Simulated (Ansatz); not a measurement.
Results of LDA (PAW; Ansatz, a program for electronic structure) for BP (model structure, started from the BeO type, P4₂/mnm, No. 136, 8 atoms in the cell).

Numerical settings: plane-wave cutoff 520 eV, 6×6×10 k mesh (along the axes of the cell as run), Fermi–Dirac smearing 0.01 eV, scalar-relativistic PAW data made under PBE.

Cell (relaxed at this level):

```yaml
crystal:
  lattice:
    - [5.49449, 0.00000, 0.00000]
    - [0.00000, 5.49449, 0.00000]
    - [0.00000, 0.00000, 3.16653]
  atoms:
    - { symbol: B, position: [0.32147, 0.67853, 0.00000] }
    - { symbol: B, position: [0.67853, 0.32147, 0.00000] }
    - { symbol: B, position: [0.82147, 0.82147, 0.50000] }
    - { symbol: B, position: [0.17853, 0.17853, 0.50000] }
    - { symbol: P, position: [0.31926, 0.31926, 0.00000] }
    - { symbol: P, position: [0.68074, 0.68074, 0.00000] }
    - { symbol: P, position: [0.18074, 0.81926, 0.50000] }
    - { symbol: P, position: [0.81926, 0.18074, 0.50000] }
```

### Question
Estimate the band gap and smallest direct gap on the k points sampled that the calculation returns.

### Answer

- band gap: 0.23 eV (indirect)
- smallest direct gap on the k points sampled: 1.25 eV

Note: the relaxation could raise the start's symmetry but not lower it, so the cell can be a saddle point.

Static lattice: no zero-point or thermal effects.

A model structure was made by putting elements into a prototype or built by hand; it is no filed structure, need not be a known phase, and can be a saddle point held by its symmetry.
